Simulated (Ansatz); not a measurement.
We consider cubic perovskite TlMnCl3, described by BLYP (PAW; Ansatz, a quantum-chemistry and plane-wave program).

Numerical settings: plane-wave cutoff 520 eV, 8×8×8 k mesh, Fermi–Dirac smearing 0.01 eV, spin-polarised start, scalar-relativistic PAW data made under PBE.

Response to compression and expansion:

```tsv
V (Å³/atom)	P (GPa)	direct gap at Γ (eV)	smallest gap on the k mesh (eV)
26.024	2.15	3.428	0.928
26.578	1.34	3.469	1.022
27.131	0.63	3.478	1.109
27.685	-0.01	3.448	1.189
28.239	-0.58	3.415	1.264
28.792	-1.09	3.381	1.334
29.346	-1.55	3.345	1.398
```

The fundamental gap (1.19 eV at the equilibrium volume, with added k points) lies elsewhere than Γ–Γ.

Note: the magnetic order was assumed, not searched for or taken from measurement; the relaxation could not lower the start's symmetry, so the cell can be a saddle point above a distorted one.

Spin–orbit coupling is not included; with these elements it can move the gap by several tenths of an eV or more.
